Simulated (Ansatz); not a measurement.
Base system: GaS in the beta-GaS type structure (space group P6_3/mmc, No. 194; a = 3.534 Å, c = 15.041 Å; layered, stacked along the Cartesian z axis).

Level of theory: DFT with PBEsol-D3(BJ), PAW potentials and a 420 eV plane-wave cutoff in Ansatz (a quantum-chemistry and plane-wave program), no spin-orbit coupling, earlier PAW set.

Base values:

The band gap is 1.29 eV and the gap character comes out as indirect, Γ → M.

The change: an isotropic linear strain of −5.10 %, atoms relaxed at fixed cell.

Task: Estimate the effect on the electron mass, band gap, gap character and largest internal atomic displacement.

Result: The electron mass comes out as 0.38 mₑ along c, 0.35 mₑ across (at K); the band gap falls by 0.77 eV (1.29 eV → 0.52 eV); the gap character changes from indirect, Γ → M to indirect, Γ → K; the largest internal atomic displacement comes out as 0.139 Å.

Effective masses come from finite differences of ±0.01 Å⁻¹. Whether these cells are dynamically stable was not tested.
